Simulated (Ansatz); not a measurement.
Consider this model of amorphous Si40Ge8.

```xyz
48
Lattice="10.1432 0.0000 0.0000 0.0000 10.1432 0.0000 0.0000 0.0000 10.1432" Properties=species:S:1:pos:R:3 pbc="T T T"
Si     9.8170     8.3470     7.2910
Si     5.4867     8.6898     7.7159
Si     8.1627     6.6629     9.9374
Si     3.2447     3.4286     7.1249
Si     4.3218     2.3466     3.3699
Si     9.4148     7.5098     1.5714
Si     5.3498     4.3413     4.2612
Si     6.2194     1.4981     2.1401
Si     1.0322     5.7366     4.0000
Si     4.1774     1.9236     8.6627
Si     7.7003     3.7151     7.4284
Si     1.5757     4.8630     8.3381
Si     9.6980     9.8513     1.3001
Si     8.9345     4.1637     2.7543
Si     9.1627     2.0429     6.5484
Si     1.8834     0.3285     1.1160
Si     0.3124     0.4800     7.7774
Si     2.4566     0.2781     8.9849
Si     1.6971     7.0818     7.5831
Si     3.1865     9.0262     4.2879
Si     7.0678     2.7718     4.0335
Si     6.9218     3.4934     1.1021
Si     6.0993     7.0243     6.2335
Si     7.1016     1.1542     5.8531
Si     2.5426     2.6593     1.7564
Si     1.4045     6.5986     1.8432
Si     5.0510     0.7124     6.8521
Si     3.3183     1.2485     5.2395
Si     9.5320     2.1889     4.2633
Si     8.3129     0.6015     2.9146
Si     1.0856     3.4678     3.3934
Si     7.7191     8.5357     8.6189
Si     4.0578     6.8366     0.4910
Si     7.3862     9.3785     4.5661
Si     6.2135     5.7843     0.7609
Si     3.4114     8.2073     8.7636
Si     8.3839     7.5282     5.6222
Si     5.3893     8.1912     4.2860
Si     2.9328     8.4227     2.0156
Si     8.6325     6.4275     3.5307
Ge     8.6401     0.5012     9.4255
Ge     2.4878     4.9086     0.4538
Ge     2.6355     6.8844     5.3748
Ge     9.3605     2.9687     0.5812
Ge     5.4577     4.6736     6.6339
Ge     6.7368     2.2667     9.1514
Ge     6.1424     6.2804     3.0868
Ge     9.3013     4.7651     8.9360
```

Method: PBE, scalar-relativistic without spin-orbit coupling (plane waves to 420 eV, PAW; Ansatz, a program for electronic structure).

Preparation: random packing, a CHGNet melt and quench, and a DFT relaxation. It is a model cell: composition and starting density were chosen by hand, and all elements were melted together. No dispersion term was used. Its density started from a set value of 2.73 and ended at 2.71 g/cm³. The quench (nominally 220 K/ps over its main leg) was far faster than any real one, so the model tends to hold more defects than a real film. A cell of this size samples the disorder only roughly. The volume was free in the relaxation, at fixed shape. Stress components on the final sampling reach 3.6 GPa. On a 2×2×2 Γ-centred mesh force components of up to 0.29 eV/Å stay, since the relaxation ran on one k-point at (1/4, 1/4, 1/4).

Neighbours within Si-Si 2.74 Å, Si-Ge 2.80 Å, Ge-Ge 2.74 Å count as bonded.

**Question.** Give the coordination numbers, mean bond lengths and angles.

**Answer.** 
- Mean coordination of Si = 4.10 (2 with 3, 33 with 4, 4 with 5, 1 with 6)
- Mean coordination of Ge = 3.75 (2 with 3, 6 with 4)
- Mean Si-Si bond = 2.405 Å (spread 0.082 Å, 69 counted)
- Mean Si-Ge bond = 2.469 Å (spread 0.069 Å, 26 counted)
- Mean Ge-Ge bond = 2.573 Å (spread 0.038 Å, 2 counted)
- Bond angle at Si = mean 106.2°, spread 17.8°
- Bond angle at Ge = mean 107.0°, spread 14.0°

**Question.** Which atoms depart from the most common coordination of their element?

**Answer.** Si4 has 3 (Si10 2.35 Å, Si12 2.51 Å, Ge45 2.59 Å); Si14 has 6 (Si40 2.41 Å, Si31 2.48 Å, Ge44 2.52 Å, Si29 2.56 Å, Si21 2.66 Å, Si22 2.69 Å); Si21 has 5 (Si7 2.34 Å, Si8 2.43 Å, Si24 2.43 Å, Si29 2.54 Å, Si14 2.66 Å; Si5 at 2.86 Å just beyond; Si30 at 2.74 Å just beyond); Si22 has 5 (Si8 2.36 Å, Si35 2.42 Å, Ge46 2.43 Å, Ge44 2.55 Å, Si14 2.69 Å); Si28 has 3 (Si5 2.39 Å, Si27 2.43 Å, Si20 2.55 Å); Si29 has 5 (Si31 2.30 Å, Si15 2.32 Å, Si30 2.41 Å, Si21 2.54 Å, Si14 2.56 Å); Si40 has 5 (Si6 2.37 Å, Si37 2.38 Å, Si14 2.41 Å, Ge47 2.53 Å, Si9 2.68 Å); Ge43 has 3 (Si9 2.40 Å, Si19 2.41 Å, Si20 2.46 Å); Ge44 has 3 (Si14 2.52 Å, Ge48 2.54 Å, Si22 2.55 Å).
